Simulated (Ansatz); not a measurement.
Results of r²SCAN (PAW; Ansatz, a quantum-chemistry and plane-wave program) for ZnS (P3m1, No. 156, 36 atoms in the cell; start mp-556363; a measured phase of this formula has another space group).

Numerical settings: plane-wave cutoff 560 eV, 12×12×1 k mesh (along the axes of the cell as run), Fermi–Dirac smearing 0.01 eV, scalar-relativistic PAW data made under PBE.

Cell (relaxed at this level):

```cif
data_S18Zn18
_chemical_formula_sum 'Zn18 S18'
_space_group_name_H-M_alt 'P3m1'
_space_group_IT_number 156
_space_group_name_Hall 'P 3 -2"'
_cell_length_a 3.80954
_cell_length_b 3.80954
_cell_length_c 56.05013
_cell_angle_alpha 90.000
_cell_angle_beta 90.000
_cell_angle_gamma 120.000
loop_
_atom_site_label
_atom_site_type_symbol
_atom_site_symmetry_multiplicity
_atom_site_Wyckoff_symbol
_atom_site_fract_x
_atom_site_fract_y
_atom_site_fract_z
_atom_site_occupancy
Zn1 Zn 1 a 0.00000 0.00000 0.16663 1
Zn2 Zn 1 a 0.00000 0.00000 0.44439 1
Zn3 Zn 1 c 0.66667 0.33333 0.33335 1
Zn4 Zn 1 a 0.00000 0.00000 0.55561 1
Zn5 Zn 1 a 0.00000 0.00000 0.72223 1
Zn6 Zn 1 b 0.33333 0.66667 0.05559 1
Zn7 Zn 1 b 0.33333 0.66667 0.61111 1
Zn8 Zn 1 c 0.66667 0.33333 0.11111 1
Zn9 Zn 1 a 0.00000 0.00000 0.00008 1
Zn10 Zn 1 b 0.33333 0.66667 0.22223 1
Zn11 Zn 1 a 0.00000 0.00000 0.27784 1
Zn12 Zn 1 c 0.66667 0.33333 0.77784 1
Zn13 Zn 1 c 0.66667 0.33333 0.94447 1
Zn14 Zn 1 b 0.33333 0.66667 0.38887 1
Zn15 Zn 1 b 0.33333 0.66667 0.83335 1
Zn16 Zn 1 c 0.66667 0.33333 0.66663 1
Zn17 Zn 1 c 0.66667 0.33333 0.49999 1
Zn18 Zn 1 a 0.00000 0.00000 0.88887 1
S1 S 1 a 0.00000 0.00000 0.93050 1
S2 S 1 a 0.00000 0.00000 0.04170 1
S3 S 1 c 0.66667 0.33333 0.70826 1
S4 S 1 a 0.00000 0.00000 0.59723 1
S5 S 1 b 0.33333 0.66667 0.43051 1
S6 S 1 a 0.00000 0.00000 0.31947 1
S7 S 1 c 0.66667 0.33333 0.15274 1
S8 S 1 c 0.66667 0.33333 0.37498 1
S9 S 1 b 0.33333 0.66667 0.09722 1
S10 S 1 c 0.66667 0.33333 0.98617 1
S11 S 1 c 0.66667 0.33333 0.81947 1
S12 S 1 a 0.00000 0.00000 0.76394 1
S13 S 1 b 0.33333 0.66667 0.65275 1
S14 S 1 a 0.00000 0.00000 0.48602 1
S15 S 1 c 0.66667 0.33333 0.54170 1
S16 S 1 b 0.33333 0.66667 0.26393 1
S17 S 1 a 0.00000 0.00000 0.20826 1
S18 S 1 b 0.33333 0.66667 0.87499 1
```

Question: Give the computed band gap.

Answer: 
* **band gap**: 2.72 eV (on the SCF k mesh)

Note: the relaxation could not lower the start's symmetry, so the cell can be a saddle point above a distorted one.

Static lattice: no zero-point or thermal effects.

A start named mp-… is a Materials Project structure, which need not be a measured phase.
